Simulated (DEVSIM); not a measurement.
System: illuminated Si n-on-p cell, one wavelength, at 300 K.

Layer 1 from the left is Si, thickness (μm) 0.340, Nd (cm⁻³) 9.7e18, τn (s) 0.00056, τp (s) 0.00025, absorption coefficient (cm⁻¹) 17000. Layer 2 from the left is Si, thickness (μm) 130, Na (cm⁻³) 1.2e17, τn (s) 0.00065, τp (s) 0.00065, absorption coefficient (cm⁻¹) 17000.

Left contact: ohmic, minority hole recombination velocity 600 cm/s. Right contact: ohmic, minority electron recombination velocity 200 cm/s. Voltage is applied to the left contact. Recombination: SRH at mid-gap, radiative, Auger. Gap narrowing is on: ΔEg = 6.92 meV × (l + √(l² + 0.5)), l = ln(N/1.3e17 cm⁻³), shared equally by both band edges. Light enters at the left, 9.3e16 photons cm⁻² s⁻¹, one pass, no reflection. Mobility is constant in doping.

Constants are typed, rounded textbook-type inputs, not results; the design itself was drawn at random and stands for no fabricated device. Values at 300 K.

Si: gap (eV) 1.124, affinity (eV) 4.05, permittivity 11.7, Nc (cm⁻³) 2.86e19, Nv (cm⁻³) 3.1e19, μn (cm²/Vs) 1417, μp (cm²/Vs) 470, B (cm³/s) 4.7e-15, Cn (cm⁶/s) 2.8e-31, Cp (cm⁶/s) 9.9e-32.

DEVSIM, 1D drift-diffusion, Boltzmann statistics, complete ionisation; no tunnelling, impact ionisation, image-force lowering or self-heating.

**Question.** What does the simulation give for the short-circuit current, the dark forward voltage at 1 A/cm², the potential step across the device at zero bias?

**Answer.** short-circuit current 14.9 mA/cm²; dark forward voltage at 1 A/cm² 0.783 V; potential step across the device at zero bias 0.920 V.
